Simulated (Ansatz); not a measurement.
**Sn (space group I4_1/amd, No. 141)**

Space group I4₁/amd, origin choice 1 (No. 141); a = 5.8878 Å, b = 5.8878 Å, c = 3.1845 Å, α = 90.00°, β = 90.00°, γ = 90.00°

```csv
atom,site,symmetry,x,y,z
Sn,4a,-4m2,0.0000,0.0000,0.0000
```
(The calculation used a cell of 2 atoms; values per cell refer to that cell.)

Level of theory: Ansatz (a first-principles code), r2SCAN, PAW, cutoff 500 eV, spin-orbit coupling left out, earlier PAW set. Settings: 17×17×17 k-points, 0.05 eV Fermi–Dirac smearing.

```json
{
 "volume_per_atom": "27.60 Å³",
 "density": "7.14 g/cm³",
 "band_gap": "zero",
 "total_energy": "-6038.581 eV/atom (σ→0; compares only within this code and set-up)"
}
```

No phonon test of stability was made.
